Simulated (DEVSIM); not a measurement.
Device: W/SiO2/p-Ge capacitor, at 300 K.

| layer (left to right) | material | thickness (nm) | Na (cm⁻³) |
|---|---|---|---|
| 1 | SiO2 | 5.30 | - |
| 2 | Ge | 4000 | 2.2e16 |

Metal gate on the left, work function 4.6 eV. Fixed charge at the semiconductor interface -1.7e10 cm⁻² (in units of +e); no interface traps.

Constants are typed, rounded textbook-type inputs, not results; the design itself was drawn at random and stands for no fabricated device. Values at 300 K.

```csv
parameter,SiO2,Ge
gap (eV),9,0.664
affinity (eV),0.9,4
permittivity,3.9,16
Nc (cm⁻³),-,1.04e19
Nv (cm⁻³),-,6e18
```

DEVSIM, 1D Poisson equation in equilibrium, Boltzmann statistics, complete ionisation; no quantum confinement or tunnelling. Metal contacts follow the ideal Schottky-Mott rule: no Fermi-level pinning, no interface dipoles.

The gate work function was swept, all else fixed.

| gate work function (eV) | threshold voltage (band bending 2φF) (V) | flat-band voltage (V) |
|---|---|---|
| 4.3 | 0.24 | -0.21 |
| 4.45 | 0.39 | -0.06 |
| 4.6 | 0.54 | 0.09 |
| 4.75 | 0.69 | 0.24 |
| 4.9 | 0.84 | 0.39 |

From the first row to the last the threshold voltage (band bending 2φF) goes from 0.24 to 0.84. From the first row to the last the flat-band voltage goes from -0.21 to 0.39.
